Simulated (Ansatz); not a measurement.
An Ansatz (an electronic-structure program) input (r2SCAN (Ansatz; PAW; 500 eV plane waves; without spin-orbit coupling)):

Ansatz 0.2 input:
```yaml
crystal:
  lattice:
    - [0, 4.4693953521, 4.4693953521]
    - [4.4693953521, 0, 4.4693953521]
    - [4.4693953521, 4.4693953521, 0]
  atoms:
    - { symbol: Li, position: [0.25, 0.25, 0.25] }
    - { symbol: Li, position: [0, 0, 0] }
    - { symbol: K, position: [0.75, 0.75, 0.75] }
    - { symbol: K, position: [0.5, 0.5, 0.5] }
basis: { ecutwfc: 500, ecutrho_ratio: 4, xc_grid: 4, fft_grid_basis: typed }
kpoints: { mp_grid: { grid: [9, 9, 9] } }
hamiltonian:
  xc: r2scan
  dispersion: none
  pseudopotentials: { kind: paw }
scf: { occupations: { method: fermi_dirac, width: 0.05 }, convergence: { dr2_threshold: 0.0000000004 } }
output: { forces: true, stress: true }
checkpoint: { write: state.ck, write_every: 1000 }
```

### Question
Which symmetry and how many k-points will the program report, and about how many plane waves at Γ?

### Answer
Space group Fd-3m (ITA 227) with 48 operations, k-points 35 of 729, and 4573 plane waves at Γ.

Each cell is one ordered arrangement of few atoms, which overstates ordering effects compared with a random alloy. Whether these cells are dynamically stable was not tested. The cell was made from Li by this change: x(K) = 0.5, 4 atoms, Fd-3m.
